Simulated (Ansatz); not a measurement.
The reference is AgRhO₂ (space group R-3m, No. 166; a model cell, its experimental status unchecked).

```
AgRhO2
1.0
    1.52675     0.88147     6.19187
   -1.52675     0.88147     6.19187
    0.00000    -1.76294     6.19187
Ag Rh O
1 1 2
Direct
  0.00000   0.00000   0.00000
  0.50000   0.50000   0.50000
  0.11277   0.11277   0.11277
  0.88723   0.88723   0.88723
```

Level of theory: PBEsol, PAW, 420 eV (Ansatz, a quantum-chemistry and plane-wave program; no spin-orbit coupling).

One change was made to it. Results:

```tsv
quantity	base	after
band gap	0.42 eV	zero
density	8.06 g/cm³	11.08 g/cm³
```

Question: Which change produced these results?
(A) pressure 30 GPa
(B) pressure 100 GPa
(C) pressure −2 GPa

Answer: B, pressure 100 GPa. For comparison, the band gap in the other runs: pressure 30 GPa gives 0.54 eV; pressure −2 GPa gives 0.41 eV.

Load acts through the strain it causes; cell and atoms are relaxed under it. Whether these cells are dynamically stable was not tested. Competing high-pressure phases were not computed. No Hubbard U is applied, and correlation can decide whether such a compound is a metal. The final runs are not spin-polarised. Gaps under 0.05 eV, about the width of the smearing, are given as zero. A zero or small gap of AgRhO2 under pressure 100 GPa can be the functional's error rather than a property of the material.
